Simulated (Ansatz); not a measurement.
The starting structures come from a database of crystals and need not be the phases stable at ambient conditions.

By PBEsol, the system below comes out a metal.

Given:

```yaml
crystal:
  lattice:
    - [5.45411, 0.00000, 0.00000]
    - [0.00000, 5.85861, 0.00000]
    - [0.00000, 2.92930, 2.92930]
  atoms:
    - { symbol: La, position: [0.30478, 0.50000, 0.00000] }
    - { symbol: Si, position: [0.02668, 0.00000, 0.00000] }
    - { symbol: Pt, position: [0.80472, 0.50000, 0.50000] }
    - { symbol: Pt, position: [0.80472, 0.00000, 0.50000] }
    - { symbol: Pt, position: [0.45089, 0.00000, 0.00000] }
```

Space group of this cell: P4mm. The cell is taken as given; by PBEsol its mean pressure is -3.5 GPa.

The current flows along the normal of the first two printed cell vectors, the (110) plane of the conventional cell. No spin-orbit coupling; the value is a mean over 0.1 eV about the Fermi level.

### Question
Predict the ballistic conductance per area from PBEsol (Ansatz, a first-principles code).

### Answer
0.54 × 10¹⁵ S/m² for both spins.
